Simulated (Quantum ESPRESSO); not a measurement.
Band structure of MgCu (P2/m, 4 atoms in the cell).

```yaml
crystal:
  lattice:
    - [4.41794, 0.00000, 0.00000]
    - [0.00000, 3.09690, 0.00000]
    - [-0.01146, 0.00000, 4.42080]
  atoms:
    - { symbol: Mg, position: [0.74717, 0.50000, 0.25899] }
    - { symbol: Mg, position: [0.25283, 0.50000, 0.74101] }
    - { symbol: Cu, position: [0.75260, 0.00000, 0.76474] }
    - { symbol: Cu, position: [0.24740, 0.00000, 0.23526] }
```

Method of the run: PBEsol, SSSP 1.1.2 efficiency (PBE) pseudopotentials (plane waves; Quantum ESPRESSO 7.5).

Settings: ecutwfc = 50 Ry; ecutrho = 400 Ry; occupations = smearing; smearing = fermi-dirac; degauss = 0.0073499 Ry; input_dft = pbesol; potentials = {Mg: Mg.pbe-n-kjpaw_psl.0.3.0.UPF, Cu: Cu_pbe_v1.2.uspp.F.UPF}; K_POINTS = automatic 4 5 4 0 0 0; conv_thr = 1e-10 Ry; mixing_beta = 0.3.

The starting cell comes from a database of computed structures (which also holds hypothetical and non-ambient phases and stackings), without a prior relaxation at this level. Spin polarisation is off.

Levels in eV from the Fermi level, bands 19 to 26:
```
point     19     20     21     22    23    24    25    26
-----  -----  -----  -----  -----  ----  ----  ----  ----
Γ      -2.27  -0.96  -0.95   0.19  2.95  6.27  6.37  6.57
Y      -2.68  -2.64   1.44   1.68  2.67  2.79  8.50  8.71
H      -2.51  -2.51  -1.86  -1.84  9.12  9.19  9.32  9.33
C      -2.51  -2.51  -1.86  -1.84  9.12  9.19  9.32  9.33
E      -0.91  -0.91  -0.90  -0.89  0.27  0.29  3.03  3.05
M1     -0.91  -0.91  -0.90  -0.89  0.27  0.29  3.03  3.05
A      -1.51  -1.50  -1.14  -1.10  4.74  4.76  6.00  6.07
X      -2.65  -2.65   1.51   1.52  2.74  2.79  8.60  8.62
D      -1.52  -1.49  -1.25  -1.00  4.66  4.95  5.91  6.02
```

Bands cross the Fermi level along this path, so the cell is metallic at this level.
